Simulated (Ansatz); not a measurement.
SnO under a change: biaxial strain +1.80 %, plane normal [001], relaxed out of plane

Base system: SnO (space group P4/nmm, No. 129; a = 3.769 Å, c = 4.557 Å; layered, stacked along the Cartesian z axis; relaxed with 0.1 eV smearing). Axes: x, y, z lie along a, b, c of the conventional cell.

One thing is altered: biaxial strain +1.80 %, plane normal [001], relaxed out of plane (Cartesian); in-plane vectors clamped, the third vector and the atoms free.

Method: Ansatz (a quantum-chemistry and plane-wave program), PBEsol-D3(BJ), PAW, cutoff 420 eV, no SOC. Settings: 15×15×13 k-points, 0.1 eV Fermi–Dirac smearing.

The volume per atom goes up by 0.38 Å³ to 16.56 Å³ and the space group is still P4/nmm (No. 129). The shortest interatomic distance goes up by 0.016 Å (2.211 Å → 2.227 Å) and the pressure (mean of the normal stresses, compression positive) goes from zero to -2.0 GPa. The band gap stays zero and the out-of-plane strain comes out as -1.23 %.

Final structure (turned so that z lies along the plane normal):

```
CELL_PARAMETERS angstrom
      3.83634     0.00000     0.00000
      0.00000     3.83634     0.00000
      0.00000     0.00000     4.50083
ATOMIC_POSITIONS crystal
  Sn 0.50000 0.00000 0.74864
  Sn 0.00000 0.50000 0.25136
  O  0.50000 0.50000 0.00000
  O  0.00000 0.00000 0.00000
```

Stability against distortions was not tested. The final runs are not spin-polarised. A zero or small gap of SnO can be the functional's error rather than a property of the material.
